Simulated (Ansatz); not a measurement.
We consider SnC (model structure, started from the zincblende type, F-43m, No. 216, 2 atoms in the cell), described by PBE-D3(BJ) in Ansatz (PAW).

Settings: plane-wave cutoff 520 eV, 12×12×12 k mesh, Fermi–Dirac smearing 0.01 eV, scalar-relativistic PAW data made under PBE.

Cell (relaxed at this level):

```cif
data_C4Sn4
_chemical_formula_sum 'C4 Sn4'
_space_group_name_H-M_alt 'F-43m'
_space_group_IT_number 216
_space_group_name_Hall 'F -4 2 3'
_cell_length_a 5.04929
_cell_length_b 5.04929
_cell_length_c 5.04929
_cell_angle_alpha 90.000
_cell_angle_beta 90.000
_cell_angle_gamma 90.000
loop_
_atom_site_label
_atom_site_type_symbol
_atom_site_symmetry_multiplicity
_atom_site_Wyckoff_symbol
_atom_site_fract_x
_atom_site_fract_y
_atom_site_fract_z
_atom_site_occupancy
C1 C 4 c 0.25000 0.25000 0.25000 1
Sn1 Sn 4 a 0.00000 0.00000 0.00000 1
```
(The calculation used a cell of 2 atoms; values per cell refer to that cell.)

Question: Predict the band gap.

Answer: 
- band gap = 0.75 eV (on the SCF k mesh)

Note: the relaxation could raise the start's symmetry but not lower it, so the cell can be a saddle point.

Spin–orbit coupling is not included.

A model structure was made by putting elements into a prototype or built by hand; it is no filed structure, need not be a known phase, and can be a saddle point held by its symmetry.

Ansatz is a program for electronic structure.
